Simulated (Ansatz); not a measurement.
Base system: Ir in the fcc (Cu type) structure (space group Fm-3m, No. 225; a = 3.830 Å). Axes: x, y, z lie along the cube axes.

Calculations: Ansatz (a quantum-chemistry and plane-wave program) PBEsol, scalar-relativistic without spin-orbit coupling.

Before the change:

The pressure is 0.0 GPa and the shortest interatomic distance is 5.118 bohr.

The change: uniaxial strain ε_xx = +1.30 %, all other strain components held at zero; the atoms relax in the strained cell.

### Question
Estimate the effect on the energy relative to the base.

### Answer
The energy increases by 4.7 meV/atom.

### Question
What happens to the pressure?

### Answer
The pressure (mean of the normal stresses, compression positive) goes from zero to -4.8 GPa.

### Question
Predict the new shortest interatomic distance.

### Answer
The shortest interatomic distance remains 5.118 bohr.

Without a gap, meshes like the base's 21×21×21 leave anisotropic stresses uncertain by several tenths of a GPa, and small strain energies with them. Stability against distortions was not tested. All final runs are without spin polarisation.
